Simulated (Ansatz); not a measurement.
Worked example: self-consistent single point of La2W2O9 (P-1, 26 atoms in the cell) in Ansatz (a program for electronic structure).

Method of the run: r2SCAN, default PAW files made with PBE (plane waves; Ansatz).

```xyz
26
Lattice="6.9125 0.0000 0.0000 0.5848 7.0900 0.0000 0.7932 2.3554 6.7065" Properties=species:S:1:pos:R:3 pbc="T T T"
La     1.3782     1.6877     1.7370
La     6.9122     7.7577     4.9695
La     4.7837     3.5882     1.8128
La     3.5068     5.8572     4.8938
W      6.6751     4.3720     5.3404
W      1.6153     5.0734     1.3661
W      2.5490     2.1659     4.8850
W      5.7414     7.2795     1.8215
O      5.5594     5.9631     0.6271
O      2.7310     3.4823     6.0795
O      2.2955     7.8069     3.9186
O      5.9950     1.6385     2.7879
O      1.0168     5.4754     4.7496
O      7.2737     3.9700     1.9570
O      2.2025     7.9652     6.3538
O      6.0880     1.4802     0.3528
O      5.7452     5.8579     6.0567
O      2.5452     3.5875     0.6499
O      5.3622     6.4428     3.3090
O      2.9283     3.0026     3.3975
O      4.5457     8.2506     5.2063
O      3.7448     1.1948     1.5003
O      0.7939     6.6418     1.8812
O      7.4965     2.8036     4.8254
O      3.0268     5.4303     2.3600
O      5.2636     4.0151     4.3465
```

Reference input (self-consistent single point, DFT, r2SCAN, plane waves, default PAW files made with PBE): basis.ecutwfc = 500 eV; kpoints.mp_grid.grid = 2 2 2; kpoints.mp_grid.shift = 0.5 0.5 0.5; hamiltonian.xc = r2scan; hamiltonian.pseudopotentials = {kind: paw} (the program's default PAW files); scf.occupations.method = methfessel_paxton; scf.occupations.width = 0.1 eV. This run's input differs from it in these lines:

Ansatz 0.2 input:
```diff
@@ -34,3 +34,3 @@
 basis:
-  ecutwfc: 500.0 eV
+  ecutwfc: 350.0 eV
 kpoints:
```

Output, abridged:

```
SCF iter   1: F=—  HF=-76911.621915 eV  |F-HF|=—  |Δ(HF+E_count)|=         —  Δρ=1.34e-2  dr2=5.61e-1  dr2_τ=2.09e0  ethr=1.77e-3  ⟨swp⟩=5.0  Hψ=2078  notcnv=0
all-band conjugate gradients solve this SCF's bands
preconditioner: auto → Resta (q_TF=auto, 2.528 Å⁻¹)
SCF iter   2: F=—  HF=-76912.131518 eV  |F-HF|=—  |Δ(HF+E_count)|=   5.10e-1  S|Δr|=    0.00e0  Δρ=7.31e-3  dr2=8.40e-2  dr2_τ=2.64e-2  ethr=2.69e-4  ⟨swp⟩=2.0  Hψ=946  notcnv=0  defer=79
   [... lines left out ...]
SCF iter   7: F=—  HF=-76912.118134 eV  |F-HF|=—  |Δ(HF+E_count)|=   2.13e-4  S|Δr|=    0.00e0  Δρ=3.45e-5  dr2=3.92e-6  dr2_τ=4.56e-7  ethr=1.05e-8  ⟨swp⟩=2.0  Hψ=896  notcnv=0  defer=79
SCF iter   8: F=—  HF=-76912.118134 eV  |F-HF|=—  |Δ(HF+E_count)|=   1.66e-7  S|Δr|=    0.00e0  Δρ=1.51e-5  dr2=7.80e-7  dr2_τ=6.37e-8  ethr=1.89e-9  ⟨swp⟩=2.0  Hψ=763  notcnv=0  defer=79
SCF iter   9: F=-76912.118134 eV  HF=-76912.118134 eV  |F-HF|=3.64e-10  |Δ(HF+E_count)|=   1.00e-7  S|Δr|=    0.00e0  Δρ=4.18e-6  dr2=5.43e-8  dr2_τ=6.02e-9  ethr=4.81e-11  ⟨swp⟩=12.8  Hψ=2940  notcnv=0
SCF 1 converged in 9 iterations: F = -76912.118134 eV  dr2 = 5.43e-8
Stability not checked (fill_not_monotonic)
Free energy (F): -76912.118134 eV
Internal energy: -76912.118134 eV  (E = F + TS)
E sigma→0 (E₀):  -76912.118134 eV
Fermi energy:    11.535321 eV
--- Forces (eV/Å), atoms counted from 1 ---
  atom   1  La     0.00562870     0.00135834    -0.16369395
  atom   2  La    -0.00562870    -0.00135834     0.16369395
  atom   3  La     0.02523198     0.17260607    -0.06267328
  atom   4  La    -0.02523198    -0.17260607     0.06267328
  atom   5  W     -0.07504728     0.28061774     0.17033544
   [... 17 lines left out ...]
   [... lines left out ...]
  atom  26  O     -1.45017410    -0.43470631    -0.88003368
--- Stress (GPa, compression-positive) ---
       14.239609      -0.400473       0.239696
       -0.400483      15.021112       0.161416
        0.239709       0.161421      14.855339
  P = ⅓ Tr σ = 14.7054 GPa (147.054 kbar)
  The stress holds the Pulay correction. Without it, at fixed plane waves, as pw.x and ABINIT print it: P = 8.9338 GPa
```

The run converged in 9 iterations. Against the reference run the free energy goes up by 53.9 meV/atom, the pressure moves little (14.79 to 14.71 GPa), the largest force hardly changes (1.749 to 1.751 eV/Å) and the gap on the mesh hardly changes (3.952 to 3.951 eV).

The starting cell comes from a database of published, mostly measured structures (it also holds non-ambient and calculated ones), without a prior relaxation at this level. Its lattice was rescaled by a random factor within 2.5 % of one. Spin-orbit coupling is off. Forces in this geometry exceed 1 eV/Å. Ansatz's pressure includes its estimate of the finite-basis (Pulay) stress. Without the estimate this run gives 8.93 GPa. The cutoff lies below the one recommended for these files. The shifted mesh does not hold Γ, so a gap read on it misses any band edge there.
